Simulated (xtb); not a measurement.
xtb 6.7.1, GFN1-xTB: Ta(NMe)(OH)3 (C[N]=[Ta]([OH])([OH])[OH]), 12 atoms. The geometry is a generated start, not checked to be a minimum at this level.

method: GFN1-xTB
--acc: 1 (default)
--etemp (K): 300 (default)
detailed input (--input): none: ANC optimiser, Lindh (1995) Hessian, microcycle=20, maxdispl=1.0, hlow=0.01 (default)
basis functions: 42
valence electrons: 38

```xyz
12

Ta     0.0146     0.3824     0.9439
N      0.0295    -0.2455    -0.7360
C     -0.0669    -0.9137    -1.9785
H      0.9113    -1.3032    -2.2860
H     -0.7663    -1.7558    -1.9131
H     -0.4230    -0.2303    -2.7588
O      1.8332     0.6171     1.4493
H      2.7124     0.5160     1.0800
O     -0.9206     2.0428     0.8785
H     -1.3712     2.5838     0.2308
O     -0.8595    -0.8252     2.0806
H     -1.0936    -0.8684     3.0096
```

Charge 0 and multiplicity 1 are set for this test and not shown to be the ground state.

The structure is relaxed from this start with --opt LEVEL for the levels crude, sloppy, loose, lax, normal, tight, vtight, extreme, once each. Up to the end of the extreme run atoms move by at most 0.56 Å along an axis.

**Question.** What is the loosest level that ends within 5 meV of the extreme run, and how many cycles does it take?

**Answer.** sloppy: 21 cycles against 31, ending 1.7 meV above.

```
level    cycles  energy above the extreme run (meV)  gradient norm (eV/Å)
-------  ------  ----------------------------------  --------------------
crude         4                                 100                  0.43
sloppy       21                                 1.7                  0.18
loose        22                                 1.3                 0.067
lax          22                                 1.3                 0.067
normal       26                                0.13                 0.050
tight        29                          under 0.01                0.0097
vtight       31                          under 0.01                0.0019
extreme      31                                   —                0.0019
```
